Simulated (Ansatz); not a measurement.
## Input and output of a self-consistent single point for RbBi₂ (R3m, 6 atoms in the cell) (Ansatz)

Level of theory: PBEsol, default PAW files made with PBE (plane waves; Ansatz, an electronic-structure program).

This input was run:

Ansatz 0.2 input:
```yaml
# RbBi2
crystal:
  lattice:
    - [0.000000, 4.786991, 4.786991]
    - [4.786991, 0.000000, 4.786991]
    - [4.786991, 4.786991, 0.000000]
  atoms:
    - { symbol: Rb, position: [0.503015, 0.503015, 0.503015] }
    - { symbol: Rb, position: [0.750000, 0.750000, 0.750000] }
    - { symbol: Bi, position: [0.625000, 0.125000, 0.125000] }
    - { symbol: Bi, position: [0.125000, 0.125000, 0.625000] }
    - { symbol: Bi, position: [0.125000, 0.625000, 0.125000] }
    - { symbol: Bi, position: [0.125000, 0.125000, 0.125000] }
basis:
  ecutwfc: 420.0 eV
kpoints:
  mp_grid:
    grid: [5, 5, 5]
hamiltonian:
  xc: pbesol
  pseudopotentials:
    kind: paw
scf:
  occupations:
    method: fermi_dirac
    width: 0.1 eV
output:
  forces: true
  eigenvalues: true
  stress: true
```

Output, abridged:

```
WARN ansatz: RAYON_NUM_THREADS=1 ignored (pool sized by the plan → 1); use --threads N
Pseudopotentials: kind: paw
Pseudopotential: Rb, paw, valence charge 9
Pseudopotential: Bi, paw, valence charge 15
Crystal: 6 atoms, lattice volume = 219.391 Å³
Basis set: ecut = 420 eV, 4279 PW (Γ), exchange–correlation on 96×96×96 points (8 copies of the dense FFT grid, shifted against one another)
Bands: 47, of which v1, the nominal top of the filled ones, is band 39 counted from 1 (38 counted from 0)
Symmetry: 6 space group operations
Space group: R3m (ITA 160), of the structure as read, at distance tolerance 6.0e-5 Å
k-points: 19 of 125 (time reversal used)
PAW frozen core: Rb, regenerated for the run's functional, and the local potential with it
PAW frozen core: Bi, regenerated for the run's functional, and the local potential with it
Initial density: superposition of atomic densities (neutral atoms: chi_scale 0, normalization atom), corrected by the library's trained network
Initial wavefunctions: pseudopotential atomic-orbital guess
Eigensolver: davidson
Functional: x = pbesol(κ = 0.804, μ = 0.12345679012345678), c = pbesol(β = 0.046)
SCF iter   1: F=—  HF=-55403.751751 eV  |F-HF|=—  |Δ(HF+E_count)|=         —  Δρ=1.64e-3  dr2=7.14e-3  ethr=1.77e-3  ⟨swp⟩=9.1  Hψ=4074  notcnv=0
all-band conjugate gradients solve this SCF's bands
preconditioner: auto → Kerker (q_TF=auto, 2.296 Å⁻¹)
SCF iter   2: F=—  HF=-55403.749455 eV  |F-HF|=—  |Δ(HF+E_count)|=   2.30e-3  Δρ=1.12e-3  dr2=3.11e-3  ethr=9.15e-6  ⟨swp⟩=2.1  Hψ=1708  notcnv=0
SCF iter   3: F=—  HF=-55403.749218 eV  |F-HF|=—  |Δ(HF+E_count)|=   2.37e-4  Δρ=5.53e-4  dr2=4.29e-4  ethr=3.99e-6  ⟨swp⟩=2.0  Hψ=1604  notcnv=0
SCF iter   4: F=—  HF=-55403.749056 eV  |F-HF|=—  |Δ(HF+E_count)|=   1.62e-4  Δρ=2.72e-4  dr2=1.17e-4  ethr=5.50e-7  ⟨swp⟩=2.0  Hψ=1458  notcnv=0
SCF iter   5: F=—  HF=-55403.749030 eV  |F-HF|=—  |Δ(HF+E_count)|=   2.63e-5  Δρ=1.04e-4  dr2=2.46e-5  ethr=1.50e-7  ⟨swp⟩=2.0  Hψ=1604  notcnv=0
SCF iter   6: F=—  HF=-55403.748898 eV  |F-HF|=—  |Δ(HF+E_count)|=   1.32e-4  Δρ=6.69e-5  dr2=9.78e-6  ethr=3.16e-8  ⟨swp⟩=2.1  Hψ=1596  notcnv=0
SCF iter   7: F=—  HF=-55403.748895 eV  |F-HF|=—  |Δ(HF+E_count)|=   3.33e-6  Δρ=3.20e-5  dr2=2.20e-6  ethr=1.25e-8  ⟨swp⟩=3.0  Hψ=1636  notcnv=0
SCF iter   8: F=-55403.748894 eV  HF=-55403.748894 eV  |F-HF|=6.00e-8  |Δ(HF+E_count)|=   9.64e-7  Δρ=4.80e-6  dr2=6.94e-8  ethr=1.28e-10  ⟨swp⟩=5.9  Hψ=4711  notcnv=0
SCF 1 converged in 8 iterations: F = -55403.748894 eV  dr2 = 6.94e-8
SCF converged after 8 iterations
Free energy (F): -55403.748894 eV
Harris-Foulkes:  -55403.748894 eV  (|F-HF|=6.00e-8)
Internal energy: -55403.545775 eV  (E = F + TS)
E sigma→0 (E₀):  -55403.647334 eV
Entropy (-TS):   -0.203119 eV (-33.853 meV/atom)
Fermi energy:    8.433112 eV
--- Per-component energies (eV) ---
  E_band       = -613.093863
  E_kinetic    = 1597.843672
  E_local      = -7796.275451  (includes V_loc(G=0)·N_el)
  E_nonlocal   = 2594.052189
  E_hartree    = 2532.748526
  E_xc         = -859.784299
  E_vxc        = -849.511854  (∫ρ·V_xc dr)
  E_paw        = -47176.277129  (= ΣΔE_a)
  E_vpaw       = -1224.716934  (= ΣTr[D̂ρ^β])
  E_aug_tail   = -0.001858  (compensation charges beyond the density's cutoff)
  E_ewald      = -6296.457775
  E_core_change = 0.606350  (= ΣΔE_core)
  E_smearing   = -0.203119  (= −TS)
  E_closure    = -0.000000  (closes the sum)
  Σ components = -55403.748894   (vs F -55403.748894, Δ=0.00e0)
--- Forces (eV/Å), atoms counted from 1 ---
  atom   1  Rb    -0.03914291    -0.03914291    -0.03914291
  atom   2  Rb     0.00493572     0.00493572     0.00493572
  atom   3  Bi     0.01279767     0.00859933     0.00859933
  atom   4  Bi     0.00859933     0.00859933     0.01279767
  atom   5  Bi     0.00859933     0.01279767     0.00859933
  atom   6  Bi     0.00421424     0.00421424     0.00421424
  max |Σ_I F_I| component: 3.37e-6 eV/Å
--- Stress (GPa, compression-positive) ---
       -0.211127      -0.015840      -0.015840
       -0.015840      -0.211127      -0.015840
       -0.015840      -0.015840      -0.211127
  P = ⅓ Tr σ = -0.2111 GPa (-2.111 kbar)
  The stress holds the Pulay correction. Without it, at fixed plane waves, as pw.x and ABINIT print it: P = -0.2276 GPa
--- Band table (eV; the first three rows and the last of 19) ---
  k-point 0: bands = ["-19.1599", "-19.1224", "-14.4055", "-14.3312", "-14.3311", "-14.3311", "-14.3196", "-14.3196", "-14.1891", "-14.1891", "-14.1882", "-14.1683", "-14.1671", "-14.1671", "-14.1501", "-14.1501", "-14.1483", "-14.1391", "-14.1391", [...]
  k-point 1: bands = ["-19.1573", "-19.1250", "-14.3925", "-14.3263", "-14.3255", "-14.3243", "-14.3045", "-14.3030", "-14.1945", "-14.1853", "-14.1849", "-14.1801", "-14.1701", "-14.1694", "-14.1546", "-14.1538", "-14.1497", "-14.1415", "-14.1407", [...]
  k-point 2: bands = ["-19.1520", "-19.1302", "-14.3731", "-14.3234", "-14.3217", "-14.2975", "-14.2537", "-14.2520", "-14.2362", "-14.1965", "-14.1952", "-14.1844", "-14.1770", "-14.1765", "-14.1577", "-14.1574", "-14.1499", "-14.1444", "-14.1434", [...]
  k-point 18: bands = ["-19.1470", "-19.1352", "-14.3560", "-14.3156", "-14.3008", "-14.2907", "-14.2728", "-14.2521", "-14.2195", "-14.2079", "-14.1992", "-14.1837", "-14.1758", "-14.1735", "-14.1645", "-14.1569", "-14.1518", "-14.1477", [...]
```

The run converged in 8 iterations.

The starting cell comes from a database of computed structures (which also holds hypothetical and non-ambient phases and stackings), without a prior relaxation at this level. Its lattice was rescaled by up to half a per cent. One atom was moved a little off its site on purpose. Spin-orbit coupling is off. Ansatz's pressure includes its estimate of the finite-basis (Pulay) stress.
